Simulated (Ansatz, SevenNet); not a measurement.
Lattice parameter a of L1₂ (Cu3Au-type) Al₃Sc: levels of theory against measurement

Reference value: 4.103 Å (measured, room temperature, not corrected to a static lattice; as tabulated in A Combined Experimental and First-Principles Based Assessment of …).

Question: What do SevenNet-0, LDA, PBE, PBEsol, revPBE, PBE-D3(BJ), PBE-D4, PBEsol-D3(BJ), rVV10, r²SCAN, HSE06, Hartree–Fock give, and how far is each from the reference?

Answer: 
```csv
level (code),value (Å),difference (%)
SevenNet-0,4.118,+0.37
LDA (Ansatz),4.032,-1.73
PBE (Ansatz),4.106,+0.07
PBEsol (Ansatz),4.072,-0.76
revPBE (Ansatz),4.130,+0.66
PBE-D3(BJ) (Ansatz),4.049,-1.32
PBE-D4 (Ansatz),4.058,-1.10
PBEsol-D3(BJ) (Ansatz),4.019,-2.05
rVV10 (Ansatz),4.095,-0.19
r²SCAN (Ansatz),4.086,-0.41
HSE06 (Ansatz),4.093,-0.24
Hartree–Fock (Ansatz),4.186,+2.02
```

The reference is not for a static lattice or low temperature, so close values are not ranked against it. Off by more than 1.25 %, or 1.75 % on the side where a correction would as a rule narrow the miss (bounds picked here): PBEsol-D3(BJ) (-2.05 %), Hartree–Fock (+2.02 %).

The measured value isn't corrected to a static lattice, so vibrations enter the comparison. A static lattice is as a rule a little smaller than the measured one. The crystal itself was run without spin with LDA, PBE, PBEsol, revPBE, PBE-D3(BJ), PBE-D4, PBEsol-D3(BJ), rVV10, r²SCAN, HSE06, Hartree–Fock; a magnetic state was not tried in these runs. Cutoffs and k meshes differ between the levels. Ansatz's density-functional and Hartree–Fock values are scalar-relativistic unless marked +SOC, with PAW data made under PBE.

Machine-learned potentials (SevenNet-0) are trained on DFT data: a solid inside that data is no test of them.

Differences are worked out from the printed values.

Ansatz is an electronic-structure program.
